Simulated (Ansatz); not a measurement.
Bond-angle distributions (per cent of the angles at each element, bins of 10°) of a relaxed model of amorphous Si₂₀Al₂P₂O₄₈ at 2.16 g/cm³. These are PBE, scalar-relativistic without spin-orbit coupling (plane waves to 420 eV, PAW; Ansatz, a first-principles code) values and carry that method's errors.

Preparation: random packing, a CHGNet melt and quench, and a DFT relaxation. O atoms were pushed apart under 1.9 Å during the dynamics, to hinder bonds among them. The hot cell started wider than the set density and was brought back towards it in steps. It is the lowest in DFT energy of 2 quenches. It is a model cell: composition and starting density were chosen by hand, and all elements were melted together. No dispersion term was used. Its density started from a set value of 2.35 and ended at 2.16 g/cm³. The simulated quench (nominally 310 K/ps over its main leg) is rapid and tends to freeze in more defects than a deposited or slowly cooled glass has. A cell of this size samples the disorder only roughly. Volume and shape were free in the relaxation.

Cut-offs for bonds: Si-Si 2.60 Å, Si-Al 2.55 Å, Si-P 2.55 Å, Si-O 1.94 Å, Al-Al 2.66 Å, Al-P 2.51 Å, Al-O 2.24 Å, P-P 2.50 Å, P-O 2.08 Å, O-O 1.58 Å. Two cations that share two anions don't count as bonded, nor two that share one unless they lie closer than Si-Si 2.38 Å, Si-Al 2.48 Å, Si-P 2.33 Å, Al-Al 2.59 Å, Al-P 2.44 Å, P-P 2.29 Å.

```json
[
 {"angle (°)": "50-60", "at Si": "0", "at O": "0"},
 {"angle (°)": "60-70", "at Si": "0", "at O": "0"},
 {"angle (°)": "70-80", "at Si": "0", "at O": "0"},
 {"angle (°)": "80-90", "at Si": "0", "at O": "0"},
 {"angle (°)": "90-100", "at Si": "1", "at O": "0"},
 {"angle (°)": "100-110", "at Si": "56", "at O": "0"},
 {"angle (°)": "110-120", "at Si": "41", "at O": "4"},
 {"angle (°)": "120-130", "at Si": "2", "at O": "24"},
 {"angle (°)": "130-140", "at Si": "0", "at O": "33"},
 {"angle (°)": "140-150", "at Si": "0", "at O": "16"},
 {"angle (°)": "150-160", "at Si": "0", "at O": "8"},
 {"angle (°)": "160-170", "at Si": "0", "at O": "10"},
 {"angle (°)": "170-180", "at Si": "0", "at O": "4"}
]
```

They go with these counts of neighbours within the cut-offs, cation contacts included: Si mean 4.0, most often 4; O mean 2.0, most often 2.
